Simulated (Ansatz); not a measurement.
Si (model structure, started from the Ge type, P4₃2₁2, No. 96, 12 atoms in the cell), treated with PBEsol (Ansatz, an electronic-structure program, PAW).

Run with plane-wave cutoff 520 eV, 6×6×6 k mesh, Fermi–Dirac smearing 0.01 eV, scalar-relativistic PAW data made under PBE.

Cell (relaxed at this level):

```cif
data_Si12
_chemical_formula_sum 'Si12'
_space_group_name_H-M_alt 'P 1'
_space_group_IT_number 1
_cell_length_a 5.63372
_cell_length_b 5.63372
_cell_length_c 6.72479
_cell_angle_alpha 90.000
_cell_angle_beta 90.000
_cell_angle_gamma 90.000
loop_
_space_group_symop_operation_xyz
  'x, y, z'
loop_
_atom_site_label
_atom_site_type_symbol
_atom_site_fract_x
_atom_site_fract_y
_atom_site_fract_z
_atom_site_occupancy
Si1 Si 0.08298 0.08298 0.00000 1
Si2 Si 0.41702 0.58298 0.75000 1
Si3 Si 0.91702 0.91702 0.50000 1
Si4 Si 0.58298 0.41702 0.25000 1
Si5 Si 0.16664 0.37033 0.24782 1
Si6 Si 0.12967 0.66664 0.99782 1
Si7 Si 0.83336 0.62967 0.74782 1
Si8 Si 0.87033 0.33336 0.49782 1
Si9 Si 0.66664 0.12967 0.00218 1
Si10 Si 0.62967 0.83336 0.25218 1
Si11 Si 0.33336 0.87033 0.50218 1
Si12 Si 0.37033 0.16664 0.75218 1
```

Question: Predict the band gap.

Answer: 
- band gap: 1.02 eV (on the SCF k mesh)

Note: the relaxation could raise the start's symmetry but not lower it, so the cell can be a saddle point.

The computed numbers hold no vibrational or temperature effects.

Cost on a shared machine: very roughly 4 core-minutes.

A model structure was made by putting elements into a prototype or built by hand; it is no filed structure, need not be a known phase, and can be a saddle point held by its symmetry.
